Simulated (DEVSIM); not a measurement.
System: illuminated GaSb p-on-n cell, one wavelength, at 300 K.

Layer 1 from the left is GaSb, thickness (μm) 0.200, Na (cm⁻³) 6.8e17, τn (s) 3.7e-9, τp (s) 9.4e-10, absorption coefficient (cm⁻¹) 12000. Layer 2 from the left is GaSb, thickness (μm) 0.710, Nd (cm⁻³) 1.8e15, τn (s) 5.2e-8, τp (s) 5.2e-8, absorption coefficient (cm⁻¹) 12000.

Left contact: ohmic, minority electron recombination velocity 40 cm/s. Right contact: ohmic, minority hole recombination velocity 10 cm/s. Voltage is applied to the left contact. Recombination: SRH at mid-gap, radiative, Auger. Light enters at the left, 1.7e17 photons cm⁻² s⁻¹, one pass, no reflection. Mobility is μmin + (μ − μmin)/(1 + (N/Nref)^α).

This is a model device: material constants are rounded textbook-type values typed into the input, and sizes, dopings and lifetimes were drawn at random. Values at 300 K.

GaSb: gap (eV) 0.726, affinity (eV) 4.06, permittivity 15.7, Nc (cm⁻³) 2.1e17, Nv (cm⁻³) 1.8e19, μn (cm²/Vs) 5000, μp (cm²/Vs) 850, μn,min 1000, μp,min 190, Nref,n 2.8e17, Nref,p 9e17, αn 1.05, αp 0.65, B (cm³/s) 1e-10, Cn (cm⁶/s) 5e-30, Cp (cm⁶/s) 5e-30.

Model (solved in DEVSIM): 1D drift-diffusion, Boltzmann statistics, complete ionisation; no tunnelling, impact ionisation, image-force lowering or self-heating.

Q: What does the simulation give for the share of generated pairs collected at short circuit, the dark forward voltage at 1 A/cm², the largest field in the device at zero bias?

A: share of generated pairs collected at short circuit 0.999; dark forward voltage at 1 A/cm² 0.439 V; largest field in the device at zero bias 40000 V/cm.
